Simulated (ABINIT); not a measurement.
# Input and output of a self-consistent single point for Tc (P6_3/mmc, 2 atoms in the cell) (ABINIT)

Method of the run: PBE, PAW (JTH v2.0 PBE PAW) (plane waves; ABINIT).

This input was run:

```
# Tc, JTH v2.0 PBE PAW
pp_dirpath "./"
pseudos "Tc.GGA_PBE-JTH.xml"
acell 3*1.0 Angstrom
rprim
         2.6996363713   -0.0000000861    0.0000000000
        -1.3498181110    2.3379537216    0.0000000000
         0.0000000000    0.0000000000    4.3355690000
natom 2
ntypat 1
znucl 43
typat 1 1
xred
         0.3333333333    0.6666666667    0.2500000000
         0.6666666667    0.3333333333    0.7500000000
ecut 40 Ry
pawecutdg 80 Ry
pawxcdev 0
occopt 3
tsmear 0.136 eV
nband 21
kptopt 1
ngkpt 9 9 5
nshiftk 1
shiftk 0 0 0
nstep 50
toldfe 1.0e-09
prtwf 0
prtden 0
prtvol 1
enunit 1
```

The program printed (abridged):

```
 Symmetries : space group P6_3/m m c (#194); Bravais hP (primitive hexag.)

 -outvars: echo values of preprocessed input variables --------
            acell      1.8897261329E+00  1.8897261329E+00  1.8897261329E+00 Bohr
             ecut      2.00000000E+01 Hartree
           enunit           1
              ixc     -101130
         kptrlatt        9    0    0      0    9    0      0    0    5
          kptrlen      4.09651902E+01
            natom           2
            nband          21
            ngfft          24      24      36
          ngfftdg          30      30      48
             nkpt          36
            nstep          50
             nsym          24
           ntypat           1
           occopt           3
        pawecutdg      4.00000000E+01 Hartree
         pawxcdev           0
            rprim      2.6996363713E+00 -8.6100000000E-08  0.0000000000E+00
                      -1.3498181110E+00  2.3379537216E+00  0.0000000000E+00
                       0.0000000000E+00  0.0000000000E+00  4.3355690000E+00
          spgroup         194
           toldfe      1.00000000E-09 Hartree
           tsmear      4.99790825E-03 Hartree
            typat      1  1
           useylm           1
             xred      3.3333333333E-01  6.6666666667E-01  2.5000000000E-01
                       6.6666666667E-01  3.3333333333E-01  7.5000000000E-01
            znucl       43.00000

== DATASET  1 ==================================================================

 Real(R)+Recip(G) space primitive vectors, cartesian coordinates (Bohr,Bohr^-1):
 R(1)=  5.1015734 -0.0000002  0.0000000  G(1)=  0.1960180  0.1131710  0.0000000
 R(2)= -2.5507866  4.4180922  0.0000000  G(2)=  0.0000000  0.2263420  0.0000000
 R(3)=  0.0000000  0.0000000  8.1930380  G(3)=  0.0000000  0.0000000  0.1220548
 Unit cell volume ucvol=  1.8466470E+02 bohr^3
 Angles (23,13,12)=  9.00000000E+01  9.00000000E+01  1.20000000E+02 degrees

 Coarse grid specifications (used for wave-functions):

 getcut: wavevector=  0.0000  0.0000  0.0000  ngfft=  24  24  36
         ecut(hartree)=     20.000   => boxcut(ratio)=   2.18262

 Fine grid specifications (used for densities):

 getcut: wavevector=  0.0000  0.0000  0.0000  ngfft=  30  30  48
         ecut(hartree)=     40.000   => boxcut(ratio)=   2.05779

   1.08710428E+03                                ecore*ucvol(ha*bohr**3)

_setup2: Arith. and geom. avg. npw (full set) are     788.427     788.403

--- !BeginCycle
solver: {iscf: 17, nstep: 50, nline: 4, wfoptalg: 10, }
tolerances: {toldfe: 1.00E-09, }
...

     iter   Etot(hartree)      deltaE(h)  residm     nres2
 ETOT  1  -162.73605771482    -1.627E+02 7.522E-01 1.105E+01
 ETOT  2  -163.05400892791    -3.180E-01 3.141E-02 1.391E+00
 ETOT  3  -163.05428059696    -2.717E-04 4.679E-03 2.629E-01
 ETOT  4  -163.05431880385    -3.821E-05 1.783E-03 2.539E-04
 ETOT  5  -163.05431969146    -8.876E-07 2.316E-03 7.322E-06
 ETOT  6  -163.05431970792    -1.647E-08 2.445E-03 5.672E-07
 ETOT  7  -163.05431970646     1.466E-09 1.536E-03 5.793E-08
 ETOT  8  -163.05431970656    -1.030E-10 1.597E-03 5.689E-09
 ETOT  9  -163.05431970657    -7.532E-12 5.866E-04 4.249E-11

 At SCF step    9, etot is converged :
  for the second time, diff in etot=  7.532E-12 < toldfe=  1.000E-09

 Cartesian components of stress tensor (hartree/bohr^3)
  sigma(1 1)= -6.45686134E-04  sigma(3 2)=  0.00000000E+00
  sigma(2 2)= -6.45686134E-04  sigma(3 1)=  0.00000000E+00
  sigma(3 3)= -5.66527807E-04  sigma(2 1)= -1.13836931E-12

 ----iterations are completed or convergence reached----

 reduced coordinates (array xred) for    2 atoms
       0.333333333333      0.666666666667      0.250000000000
       0.666666666667      0.333333333333      0.750000000000
 cartesian forces (eV/Angstrom) at end:
    1     -0.00000000000000     0.00000000000000    -0.00000000000000
    2      0.00000000000000    -0.00000000000000    -0.00000000000000
 frms,max,avg= 4.7459969E-26 8.1483038E-26   0.000E+00  0.000E+00  0.000E+00 e/A
 length scales=  1.889726132886  1.889726132886  1.889726132886 bohr
              =  1.000000000000  1.000000000000  1.000000000000 angstroms
 Fermi (or HOMO) energy (eV) =  18.17723   Average Vxc (eV)= -14.03347
 Eigenvalues (   eV  ) for nkpt=  36  k points:
 kpt#   1, nband= 21, wtk=  0.00247, kpt=  0.0000  0.0000  0.0000 (reduced coord)
 -48.74608  -48.45909  -21.45696  -20.17054  -20.17054  -19.95907  -19.95907  -19.92608
  10.63259   12.40866   16.45161   16.45161   16.50620   17.21894   17.21894   17.97967
  17.97967   19.89328   20.80450   20.80450   29.78131
 prteigrs : prtvol=0 or 1, do not print more k-points.

--- !EnergyTerms
comment             : Components of total free energy in Hartree
kinetic             :  3.97573426960911E+01
hartree             :  2.34421223392730E+01
xc                  : -1.52399016486268E+01
Ewald energy        : -1.43769594409576E+02
psp_core            :  5.88690901390003E+00
local_psp           : -1.03239668767546E+02
spherical_terms     :  3.01129227727373E+01
internal            : -1.63049868003748E+02
'-kT*entropy'       : -4.44617270903772E-03
total_energy        : -1.63054314176457E+02
total_energy_eV     : -4.43693353308461E+03
...

-Cartesian components of stress tensor (GPa)         [Pressure=  1.8220E+01 GPa]
- sigma(1 1)= -1.89967387E+01  sigma(3 2)=  0.00000000E+00
- sigma(2 2)= -1.89967387E+01  sigma(3 1)=  0.00000000E+00
- sigma(3 3)= -1.66678207E+01  sigma(2 1)= -3.34919757E-08

 Calculation completed.
```

The run converged in 9 iterations.

The starting cell comes from a database of computed structures (which also holds hypothetical and non-ambient phases and stackings), without a prior relaxation at this level. Its lattice was rescaled by a random factor within 2.5 % of one. Spin polarisation is off. With a pressure of about 18 GPa the cell is away from its equilibrium volume at this level.
